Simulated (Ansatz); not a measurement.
Base system: GaSb in the zinc blende structure (space group F-43m, No. 216; a = 6.132 Å).

Levels (all Ansatz, a program for electronic structure, PAW): r2SCAN (500 eV, spin-orbit coupling left out); HSE06+SOC (420 eV, with spin-orbit coupling).

The geometry is relaxed with r2SCAN.

* **r2SCAN lowest conduction level above the VBM at special points**: Γ 0.41 eV; L 0.68 eV; X 1.14 eV
* **r2SCAN valence-band top at Γ**: 0.00, 0.00, 0.00 eV

With HSE06+SOC at the same geometry, the lowest conduction level above the VBM at special points changes from Γ 0.41 eV; L 0.68 eV; X 1.14 eV to Γ 0.53 eV; L 0.76 eV; X 1.20 eV; the valence-band top at Γ (three highest Kramers pairs, from the VBM) changes from 0.00, 0.00, 0.00 eV to 0.00, 0.00, -0.78 eV. The threefold valence maximum splits by Δso ≈ 0.78 eV.

Single points use the geometry relaxed with r2SCAN. Differences between runs with and without spin-orbit coupling are approximate. With Sb present, leaving out spin-orbit coupling can change the band edges. The levels and masses belong to the bands next to the band gap. Whether these cells are dynamically stable was not tested.
